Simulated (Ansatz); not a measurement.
The reference is GaAs in the zinc blende structure (space group F-43m, No. 216; a = 5.659 Å). Axes: x, y, z lie along the cube axes.

All numbers come from PBEsol (Ansatz, a quantum-chemistry and plane-wave program; PAW; 420 eV plane waves; spin-orbit coupling left out).

For the base:

```
Quantity                        Result
-----------------------------  -------
Shortest interatomic distance  2.450 Å
Band gap                       0.42 eV
Pressure                       0.0 GPa
```

Perturbation: tensile biaxial strain of 2.57 % in the plane normal to [001], as in epitaxy on a mismatched substrate; the out-of-plane cell vector and the atoms relax.

### Question
What happens to the shortest interatomic distance?

### Answer
The shortest interatomic distance goes up by 0.024 Å (2.450 Å → 2.474 Å).

### Question
What happens to the band gap?

### Answer
The band gap goes from 0.42 eV to zero.

### Question
What happens to the energy relative to the base?

### Answer
The energy rises by 10 meV/atom.

### Question
Predict the new pressure.

### Answer
The pressure (mean of the normal stresses, compression positive) goes from zero to -1.8 GPa.

Whether these cells are dynamically stable was not tested. All final runs are without spin polarisation. Gaps under 0.05 eV, about the width of the smearing, are given as zero. A zero or small gap of GaAs under biaxial strain +2.57 %, plane normal [001], relaxed out of plane can be the functional's error rather than a property of the material.
